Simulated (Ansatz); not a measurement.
Results of PBEsol (PAW; Ansatz, a first-principles code) for pyrite PtAs2.

Run with plane-wave cutoff 500 eV, 6×6×6 k mesh, gaussian smearing 0.02 eV, scalar-relativistic PAW data made under PBE.

Cell (relaxed at this level):

```
PtAs2
1.0
    5.98081     0.00000     0.00000
    0.00000     5.98081     0.00000
    0.00000     0.00000     5.98081
As Pt
8 4
Direct
  0.61691   0.88309   0.11691
  0.11691   0.61691   0.88309
  0.61691   0.61691   0.61691
  0.38309   0.38309   0.38309
  0.88309   0.11691   0.61691
  0.88309   0.38309   0.11691
  0.11691   0.88309   0.38309
  0.38309   0.11691   0.88309
  0.00000   0.50000   0.50000
  0.50000   0.00000   0.50000
  0.00000   0.00000   0.00000
  0.50000   0.50000   0.00000
```

Problem. What does this level give for the band gap?

Solution. 
- band gap = 0.27 eV (on the SCF k mesh)

Spin–orbit coupling is not included; with these elements it can move the gap by several tenths of an eV or more.

The computed numbers hold no vibrational or temperature effects.

Computing time: very roughly 3 core-minutes.
